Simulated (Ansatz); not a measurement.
The parent structure is GaCuSe2 in the chalcopyrite structure (space group I-42d, No. 122; a = 5.672 Å, c = 11.263 Å). Axes: x, y, z lie along a, b, c of the conventional cell.

The values are results of PBE/PAW in Ansatz (a program for electronic structure), scalar-relativistic without spin-orbit coupling, not measurements.

Base values:

| Property | Result |
|---|---|
| Pressure | 0.0 GPa |
| Shortest interatomic distance | 2.430 Å |

Modification: tensile biaxial strain of 3.15 % in the plane normal to [001], as in epitaxy on a mismatched substrate; the out-of-plane cell vector and the atoms relax.

Question: What happens to the pressure and shortest interatomic distance?

Answer: The pressure (mean of the normal stresses, compression positive) goes from zero to -1.5 GPa; the shortest interatomic distance rises by 0.030 Å, from 2.430 Å to 2.460 Å.

No phonon test of stability was made. All final runs are without spin polarisation.
